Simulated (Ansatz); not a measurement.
Reference: CdS (P6_3mc), r2SCAN with spin-orbit coupling, rigid bands (plane waves, PAW; Ansatz, a quantum-chemistry and plane-wave program); axes and stresses refer to this cell.

```yaml
crystal:
  lattice:
    - [4.12381, 0.00000, 0.00000]
    - [-2.06191, 3.57133, 0.00000]
    - [0.00000, 0.00000, 6.71000]
  atoms:
    - { symbol: Cd, position: [0.33333, 0.66667, 0.99925] }
    - { symbol: Cd, position: [0.66667, 0.33333, 0.49925] }
    - { symbol: S, position: [0.33333, 0.66667, 0.37575] }
    - { symbol: S, position: [0.66667, 0.33333, 0.87575] }
```

The Seebeck coefficient, p-type 1e19 cm⁻³ comes out as 382 μV/K, the hole conductivity mass is 1.26 mₑ and the hole mass along z is 1.51 mₑ.

```
Change                                                      Seebeck coefficient, p-type 1e19 cm⁻³  hole conductivity mass  hole mass along z
----------------------------------------------------------  -------------------------------------  ----------------------  -----------------
hydrostatic pressure of -0.8 GPa (compression positive)                                       ___                 1.29 mₑ            1.53 mₑ
hydrostatic pressure of 1.6 GPa (compression positive)                                   377 μV/K                 1.21 mₑ            1.47 mₑ
hydrostatic pressure of 3.2 GPa (compression positive)                                        ___                 1.16 mₑ            1.45 mₑ
hydrostatic pressure of 4.8 GPa (compression positive)                                   368 μV/K                 1.13 mₑ                ___
uniaxial stress along c of -1.6 GPa (compression positive)                               368 μV/K                     ___            1.69 mₑ
uniaxial stress along c of 3.2 GPa (compression positive)                                319 μV/K                 0.94 mₑ            0.52 mₑ
```

Question: What belongs in the gaps?

Answer: 
- hydrostatic pressure of -0.8 GPa (compression positive), Seebeck coefficient, p-type 1e19 cm⁻³: 384 μV/K
- hydrostatic pressure of 3.2 GPa (compression positive), Seebeck coefficient, p-type 1e19 cm⁻³: 372 μV/K
- hydrostatic pressure of 4.8 GPa (compression positive), hole mass along z: 1.42 mₑ
- uniaxial stress along c of -1.6 GPa (compression positive), hole conductivity mass: 1.20 mₑ

Masses are for dilute carriers at 300 K, harmonic means over directions unless an axis is named. Seebeck coefficients are for the stated density at 300 K, with one relaxation time for all states and whether or not that doping can be reached. Stresses and pressures are the targets of the relaxation.  The structure type is held under load, also where the real crystal would transform.
